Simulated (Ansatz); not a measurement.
LiF (P6₃mc, No. 186, 4 atoms in the cell; start mp-1185301; a measured phase of this formula has another space group) was calculated with r²SCAN (Ansatz, a first-principles code, plane waves, PAW).

Settings: plane-wave cutoff 560 eV, 12×12×8 k mesh (along the axes of the cell as run), Fermi–Dirac smearing 0.01 eV, scalar-relativistic PAW data made under PBE.

Cell (relaxed at this level):

```xyz
4
Lattice="3.0811 0.0000 0.0000 -1.5405 2.6683 0.0000 0.0000 0.0000 4.7867" Properties=species:S:1:pos:R:3 pbc="T T T"
Li     0.0000     1.7789     1.8303
Li     1.5405     0.8894     4.2237
F      0.0000     1.7789     4.7513
F      1.5405     0.8894     2.3580
```

Q: Give the computed band gap.

A: 
band gap: 8.58 eV (direct)

The computed numbers hold no vibrational or temperature effects.

Cost on a shared machine: roughly 10 core-seconds.

A start named mp-… is a Materials Project structure, which need not be a measured phase.
